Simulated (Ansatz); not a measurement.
## A computed series for Cu3N: response to strain

Take Cu₃N (space group Pm-3m, No. 221; a = 3.765 Å) as the base. Axes: x, y, z lie along the cube axes.

Strains are applied to the cell and any free atomic positions relax; under biaxial strain the out-of-plane vector relaxes too.

All numbers come from PBEsol (Ansatz, a first-principles code), no SOC.

Candidates:
(a) biaxial strain +0.33 %, plane normal [001], relaxed out of plane
(b) isotropic strain −5.04 %
(c) uniaxial strain ε_yy = +2.50 %
(d) isotropic strain +1.44 %
(e) biaxial strain −3.53 %, plane normal [001], relaxed out of plane

Notes on the quantities. energy relative to the base: free energy F.

Q: Order them by energy relative to the base, lowest first.

A: (a) biaxial strain +0.33 %, plane normal [001], relaxed out of plane (+0.3 meV/atom), (c) uniaxial strain ε_yy = +2.50 % (+6.7 meV/atom), (d) isotropic strain +1.44 % (+9.9 meV/atom), (e) biaxial strain −3.53 %, plane normal [001], relaxed out of plane (+37 meV/atom), (b) isotropic strain −5.04 % (+154 meV/atom)

Stability against distortions was not tested. The final runs are not spin-polarised.
